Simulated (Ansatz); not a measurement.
Inside the gap of an insulator the Bloch states are evanescent, with a wavenumber k + iκ along the transport direction.

```
CELL_PARAMETERS angstrom
      3.12859     0.00000     0.00000
     -1.56430     2.70944     0.00000
      0.00000     0.00000     5.01696
ATOMIC_POSITIONS crystal
  Al 0.66667 0.33333 0.49929
  Al 0.33333 0.66667 0.99929
  N  0.66667 0.33333 0.88071
  N  0.33333 0.66667 0.38071
```

The cell is taken as given; by PBEsol it stands under a pressure of -3.1 GPa.

Transport runs along the normal of the first two printed cell vectors, the (001) plane of the conventional cell.

No gap correction and no spin-orbit coupling; mid-gap is the computed energy nearest the middle.

### Question
Estimate the band gap and the smallest decay constant κ at mid-gap that PBEsol (Ansatz, an electronic-structure program) returns for this system.

### Answer
Gap 3.97 eV on a 12×12×6 mesh; κ = 0.255 1/Å, at the zone centre.
